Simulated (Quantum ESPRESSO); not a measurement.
Worked example: self-consistent single point of InSb (F-43m, 2 atoms in the cell) in Quantum ESPRESSO.

Computed with PBE, PSlibrary PAW (PBE, semicore) pseudopotentials (plane waves; Quantum ESPRESSO 7.5).

The change in words: lattice scaled by 0.98. Reference geometry:
```
InSb
1.0
    0.00000     3.24000     3.24000
    3.24000     0.00000     3.24000
    3.24000     3.24000     0.00000
In Sb
1 1
Direct
  0.00000   0.00000   0.00000
  0.25000   0.25000   0.25000
```

Reference input (self-consistent single point, DFT, PBE, plane waves, PSlibrary PAW (PBE, semicore) pseudopotentials): ecutwfc = 55 Ry; ecutrho = 330 Ry; occupations = smearing; smearing = fd; degauss = 0.0036749 Ry; potentials = {In: In.pbe-dn-kjpaw_psl.1.0.0.UPF, Sb: Sb.pbe-dn-kjpaw_psl.1.0.0.UPF}; K_POINTS = automatic 6 6 6 0 0 0; conv_thr = 1e-11 Ry; mixing_beta = 0.3. This run's input differs from it in these lines:

```diff
@@ -31,5 +31,5 @@
 CELL_PARAMETERS angstrom
-   0.00000000     3.24000000     3.24000000
-   3.24000000     0.00000000     3.24000000
-   3.24000000     3.24000000     0.00000000
+   0.00000000     3.17520000     3.17520000
+   3.17520000     0.00000000     3.17520000
+   3.17520000     3.17520000     0.00000000
```

Output, abridged:

```
     Self-consistent Calculation

     iteration #  1     ecut=    55.00 Ry     beta= 0.30

     Threshold (ethr) on eigenvalues was too large:
     Diagonalizing with lowered threshold

     total energy              =    -886.60635201 Ry
     estimated scf accuracy    <       0.03773705 Ry

     iteration #  2     ecut=    55.00 Ry     beta= 0.30

     total energy              =    -886.60610735 Ry
     estimated scf accuracy    <       0.01162488 Ry

     iteration #  3     ecut=    55.00 Ry     beta= 0.30

     total energy              =    -886.60687544 Ry
     estimated scf accuracy    <       0.00183041 Ry

   [... 8 blocks of this kind left out ...]

     iteration # 12     ecut=    55.00 Ry     beta= 0.30

     total energy              =    -886.60706126 Ry
     estimated scf accuracy    <          8.4E-11 Ry

     iteration # 13     ecut=    55.00 Ry     beta= 0.30
     End of self-consistent calculation

     the Fermi energy is     8.4453 ev

!    total energy              =    -886.60706126 Ry
     estimated scf accuracy    <          4.7E-12 Ry
     smearing contrib. (-TS)   =      -0.00005378 Ry
     internal energy E=F+TS    =    -886.60700748 Ry

     convergence has been achieved in  13 iterations

     Forces acting on atoms (cartesian axes, Ry/au):

     atom    1 type  1   force =     0.00000000    0.00000000   -0.00000000
     atom    2 type  2   force =     0.00000000    0.00000000    0.00000000

     Total force =     0.000000     Total SCF correction =     0.000000

          total   stress  (Ry/bohr**3)                   (kbar)     P=       53.65
   0.00036469   0.00000000   0.00000000           53.65        0.00        0.00
   0.00000000   0.00036469   0.00000000            0.00       53.65        0.00
   0.00000000   0.00000000   0.00036469            0.00        0.00       53.65

   JOB DONE.
```

The run converged in 13 iterations. Against the reference run the free energy goes up by 61.8 meV/atom and the pressure goes from 1.94 to 5.36 GPa.

The starting cell has typed, rounded lattice constants, without a prior relaxation at this level. For this run, on top of that: lattice scaled by 0.98. With a pressure of about 5 GPa the cell is away from its equilibrium volume at this level. The run gives no clean gap (levels at the Fermi energy touch, overlap or are partly filled at this smearing), which alone does not show that the compound is a metal.

Cost on one core of a shared machine: roughly 40 s.
